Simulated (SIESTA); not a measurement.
SIESTA run on Hf3TiV8 (R3m, 12 atoms in the cell): self-consistent single point

Method: LDA PW92, numerical atomic orbitals DZP, PseudoDojo LDA standard norm-conserving potentials (rewritten from UPF to PSML) run with SIESTA.

This input was run:

```
# files in the folder: Hf.psml Ti.psml V.psml (PseudoDojo LDA standard)
SystemName  Hf3TiV8
SystemLabel siesta

NumberOfAtoms                12
NumberOfSpecies              3
%block ChemicalSpeciesLabel
  1 72 Hf
  2 22 Ti
  3 23 V
%endblock ChemicalSpeciesLabel
LatticeConstant              1.0 Bohr
%block LatticeVectors
     4.847931746    2.798954621   15.943052396
    -4.847931746    2.798954621   15.943052396
     0.000000000   -5.597909243   15.943052396
%endblock LatticeVectors
AtomicCoordinatesFormat      Bohr
%block AtomicCoordinatesAndAtomicSpecies
     0.000000000   -0.000000000   17.950139205  1
    -0.000000000    0.000000000   47.754065410  1
     0.000000000    0.000000000   23.982830801  1
     0.000000000    0.000000000   41.832337459  2
     2.409931111    1.391374337   28.820255816  3
    -2.409931111    1.391374337   28.820255816  3
    -0.000000000   -2.782748674   28.820255816  3
    -2.415942546   -1.394845041   36.954241717  3
     2.415942546   -1.394845041   36.954241717  3
    -0.000000000    2.789690082   36.954241717  3
     0.000000000    0.000000000    8.999199412  3
    -0.000000000    0.000000000   32.836151284  3
%endblock AtomicCoordinatesAndAtomicSpecies

XC.functional                LDA
XC.authors                   PW92
PAO.BasisSize                DZP
PAO.EnergyShift              0.01 Ry
MeshCutoff                   350 Ry
%block kgrid.MonkhorstPack
    5   0   0  0.0
    0   5   0  0.0
    0   0   5  0.0
%endblock kgrid.MonkhorstPack
OccupationFunction           MP
OccupationMPOrder            0
ElectronicTemperature        0.05 eV
Spin                         polarized
%block DM.InitSpin
  1 +0.00
  2 +0.00
  3 +0.00
  4 +0.00
  5 +2.00
  6 +2.00
  7 +2.00
  8 +2.00
  9 +2.00
  10 +2.00
  11 +2.00
  12 +2.00
%endblock DM.InitSpin

MaxSCFIterations             150
SCF.Mixer.Method             Pulay
SCF.Mixer.Weight             0.1
SCF.Mixer.History            6
SCF.DM.Tolerance             1.0E-05
Diag.ParallelOverK           true
WriteForces                  true
Charge.Mulliken              end
```

Log, with long lists cut:

```
reinit: Reading from file input.fdf

reinit: System Name: Hf3TiV8
reinit: System Label: siesta

NOTE on units for spin output:
{S} is the spin magnetic moment, in units of the Bohr magneton,
assuming a g-factor for the electron spin of exactly 2.
The spin magnetic moment is then numerically equal to the charge inbalance,
in units of electrons, between the spin-up and -down channels.

coor:   Atomic-coordinates input format  =     Cartesian coordinates
coor:                                            (in Bohr units)

siesta: Atomic coordinates (Bohr) and species
siesta:      0.00000  -0.00000  17.95014  1        1
siesta:     -0.00000   0.00000  47.75407  1        2
siesta:      0.00000   0.00000  23.98283  1        3
siesta:      0.00000   0.00000  41.83234  2        4
siesta:      2.40993   1.39137  28.82026  3        5
siesta:     -2.40993   1.39137  28.82026  3        6
siesta:     -0.00000  -2.78275  28.82026  3        7
siesta:     -2.41594  -1.39485  36.95424  3        8
siesta:      2.41594  -1.39485  36.95424  3        9
siesta:     -0.00000   2.78969  36.95424  3       10
siesta:      0.00000   0.00000   8.99920  3       11
siesta:     -0.00000   0.00000  32.83615  3       12

siesta: System type = bulk

initatomlists: Number of atoms, orbitals, and projectors:     12   228   258

siesta: ******************** Simulation parameters ****************************
redata: Spin configuration                          = collinear
redata: Time-Reversal Symmetry                      = T
redata: Number of Atomic Species                    =        3
redata: Mesh Cutoff                                 =   350.0000 Ry
redata: Net charge of the system                    =     0.0000 |e|
redata: Min. number of SCF Iter                     =        0
redata: Max. number of SCF Iter                     =      150
redata: SCF convergence failure will abort job
   [... lines left out ...]
diag: Used triangular part                          = Lower
diag: Absolute tolerance                            =  0.100E-15
diag: Orthogonalization factor                      =  0.100E-05
diag: Memory factor                                 =  1.0000

superc: Internal auxiliary supercell:     5 x     5 x     5  =     125
superc: Number of atoms, orbitals, and projectors:   1500  28500  32250

                        Single-point calculation

superc: Internal auxiliary supercell:     5 x     5 x     5  =     125
superc: Number of atoms, orbitals, and projectors:   1500  28500  32250

outcell: Unit cell vectors (Ang):
        2.565415    1.481143    8.436700
       -2.565415    1.481143    8.436700
        0.000000   -2.962286    8.436700

outcell: Cell vector modules (Ang)   :    8.941647    8.941647    8.941647
outcell: Cell angles (23,13,12) (deg):     33.3457     33.3457     33.3457
outcell: Cell volume (Ang**3)        :    192.3439
new_DM -- step:     1
Initializing Density Matrix...

Attempting to read DM from file... Failed...
DM filled with atomic data (user-defined):

InitMesh: MESH = 96 x 96 x 96 = 884736
InitMesh: Mesh cutoff (required, used) =   350.000   357.849 Ry

stepf: Methfessel-Paxton step function
       Using Hermite-Gauss polynomials of order  0
        iscf     Eharris(eV)        E_KS(eV)     FreeEng(eV)     dDmax    Ef(eV) dHmax(eV)
   scf:    1   -22149.027842   -22255.467757   -22255.492136  0.817968 -4.895608 11.441482
     spin moment: {S} , |S| = {        0.0        0.0    7.85625 }     7.85625
   scf:    2   -22208.827423   -22247.415203   -22247.443708  0.151313 -5.053882 14.490615
     spin moment: {S} , |S| = {        0.0        0.0    7.81203 }     7.81203
   scf:    3   -22256.451248   -22262.205272   -22262.231888  0.166571 -5.106278  7.291806
     spin moment: {S} , |S| = {        0.0        0.0    7.76444 }     7.76444
   scf:    4   -22262.573235   -22264.154534   -22264.181214  0.075630 -5.182955  6.426318
     spin moment: {S} , |S| = {        0.0        0.0    7.72328 }     7.72328
   scf:    5   -22272.274353   -22269.736753   -22269.766348  0.112883 -5.715964  2.466992
     spin moment: {S} , |S| = {        0.0        0.0    7.07583 }     7.07583
   scf:    6   -22270.201305   -22270.058494   -22270.090493  0.015452 -5.780124  0.824213
   [... lines left out ...]
   scf:   75   -22270.633068   -22270.633071   -22270.671982  0.000115 -5.950380  0.000559
     spin moment: {S} , |S| = {        0.0        0.0    0.04980 }     0.04980
   scf:   76   -22270.633065   -22270.633068   -22270.671982  0.000090 -5.950372  0.000550
     spin moment: {S} , |S| = {        0.0        0.0    0.04413 }     0.04413
   scf:   77   -22270.633066   -22270.633067   -22270.671983  0.000036 -5.950370  0.000492
     spin moment: {S} , |S| = {        0.0        0.0    0.04174 }     0.04174
   scf:   78   -22270.633062   -22270.633064   -22270.671983  0.000098 -5.950363  0.000412
     spin moment: {S} , |S| = {        0.0        0.0    0.03540 }     0.03540
   scf:   79   -22270.633059   -22270.633061   -22270.671984  0.000101 -5.950360  0.000281
     spin moment: {S} , |S| = {        0.0        0.0    0.02880 }     0.02880
   scf:   80   -22270.633061   -22270.633061   -22270.671984  0.000003 -5.950359  0.000444
     spin moment: {S} , |S| = {        0.0        0.0    0.02861 }     0.02861
SCF Convergence by DM+H criterion
max |DM_out - DM_in|         :     0.0000031589
max |H_out - H_in|      (eV) :     0.0004435460
SCF cycle converged after 80 iterations

Using DM_out to compute the final energy and forces

siesta: E_KS(eV) =           -22270.6331

siesta: E_KS - E_eggbox =    -22270.6331

siesta: Atomic forces (eV/Ang):
     1   -0.000000    0.000000    0.006830
     2    0.000000    0.000000    0.039616
     3    0.000000   -0.000000   -0.041210
     4   -0.000000    0.000000   -0.008178
     5   -0.010680   -0.006166   -0.062665
     6    0.010680   -0.006166   -0.062665
     7   -0.000000    0.012333   -0.062664
     8    0.050465    0.029136    0.059378
     9   -0.050465    0.029136    0.059378
    10    0.000000   -0.058272    0.059378
    11    0.000000   -0.000000    0.067276
    12    0.000000   -0.000000   -0.048282
   Tot   -0.000000   -0.000000    0.006192
   Max    0.067276
   Res    0.034657    sqrt( Sum f_i^2 / 3N )
   Max    0.067276    constrained

Stress tensor Voigt[x,y,z,yz,xz,xy] (kbar):      145.20      145.20      141.32       -0.00       -0.00        0.00
(Free)E + p*V (eV/cell)   -22287.9482
Target enthalpy (eV/cell)   -22270.6720

siesta: Program's energy decomposition (eV):
siesta: Ebs     =     -4965.097500
siesta: Eions   =     32191.737651
siesta: Ena     =      4748.295223
siesta: Ekin    =      8465.886104
siesta: Enl     =       261.647486
siesta: Eso     =         0.000000
siesta: Edftu   =         0.000000
siesta: DEna    =       290.602848
siesta: DUscf   =         7.673332
siesta: DUext   =         0.000000
siesta: Ex      =     -3505.934386
siesta: Ec      =      -347.066016
siesta: Exc     =     -3853.000402
siesta: Eharris =    -22270.633061
siesta: Etot    =    -22270.633061
siesta: FreeEng =    -22270.671984

siesta: Atomic forces (eV/Ang):
siesta:      1   -0.000000    0.000000    0.006830
siesta:      2    0.000000    0.000000    0.039616
siesta:      3    0.000000   -0.000000   -0.041210
siesta:      4   -0.000000    0.000000   -0.008178
siesta:      5   -0.010680   -0.006166   -0.062665
siesta:      6    0.010680   -0.006166   -0.062665
   [... lines left out ...]
siesta: Cell volume =        192.343926 Ang**3
siesta:        -143.90658979       -144.03424398  kBar
   [... lines left out ...]
              0.131   0.395   0.349   0.409   0.386   0.447  -0.035  -0.020

             -0.035  -0.036  -0.048
  10  6.414   0.954   0.212   0.066   0.985   0.994   0.993   0.134   0.140
              0.122   0.473   0.405   0.409   0.331   0.369  -0.055  -0.043

             -0.035  -0.012  -0.028
  11  6.462   0.953   0.186   0.073   0.995   0.982   0.995   0.156   0.126
              0.156   0.356   0.465   0.410   0.465   0.356  -0.027  -0.055

             -0.052  -0.055  -0.027
  12  6.402   0.953   0.236   0.060   0.994   0.987   0.994   0.121   0.146
              0.121   0.341   0.440   0.380   0.440   0.341  -0.010  -0.049

             -0.032  -0.049  -0.010

mulliken: Qtot =       75.986

Mulliken Atomic Populations:
Atom #   charge [q] valence [e]      Sz [e]  Species
     1    -0.429319   12.429319    0.000784  Hf
     2    -0.435680   12.435680    0.001319  Hf
     3    -0.463613   12.463613    0.001104  Hf
     4     0.219998   11.780002    0.003768  Ti
     5     0.111692   12.888308    0.002761  V
     6     0.111692   12.888308    0.002761  V
     7     0.111692   12.888308    0.002761  V
     8     0.168889   12.831111    0.002840  V
     9     0.168889   12.831111    0.002840  V
    10     0.168889   12.831111    0.002840  V
    11     0.074725   12.925275    0.000613  V
    12     0.192148   12.807852    0.004219  V
 Total     0.000000                0.028611
```

The run converged in 80 iterations.

The starting cell comes from a database of computed structures (which also holds hypothetical and non-ambient phases and stackings), without a prior relaxation at this level. The starting moments vanished: the run ended non-magnetic, which need not be the lowest state. Values carry the incompleteness of an atom-centred basis. With a pressure of about -14 GPa the cell is away from its equilibrium volume at this level.

Cost on one core of a shared machine: roughly 20 min.
